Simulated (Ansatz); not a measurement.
V5Si3 (I4/mcm, No. 140, 16 atoms in the cell)

All values below come from PBEsol (PAW; Ansatz, an electronic-structure program).

Run with plane-wave cutoff 500 eV, 10×10×10 k mesh, Fermi–Dirac smearing 0.05 eV, no spin polarisation, scalar-relativistic PAW data made under PBE.

Cell (relaxed at this level):

```
V5Si3
1.0
   -4.65432     4.65432     2.33862
    4.65432    -4.65432     2.33862
    4.65432     4.65432    -2.33862
V Si
10 6
Direct
  0.27510   0.57474   0.84983
  0.72490   0.42526   0.15017
  0.57474   0.72490   0.29964
  0.42526   0.27510   0.70036
  0.22490   0.07474   0.29964
  0.77510   0.92526   0.70036
  0.92526   0.22490   0.15017
  0.07474   0.77510   0.84983
  0.75000   0.25000   0.50000
  0.25000   0.75000   0.50000
  0.66601   0.16601   0.83203
  0.33399   0.83399   0.16797
  0.16601   0.33399   0.50000
  0.83399   0.66601   0.50000
  0.25000   0.25000   0.00000
  0.75000   0.75000   0.00000
```

```yaml
band_gap: none
```

Note: the relaxation could not lower the start's symmetry, so the cell can be a saddle point above a distorted one.

Computed values are for the static lattice.
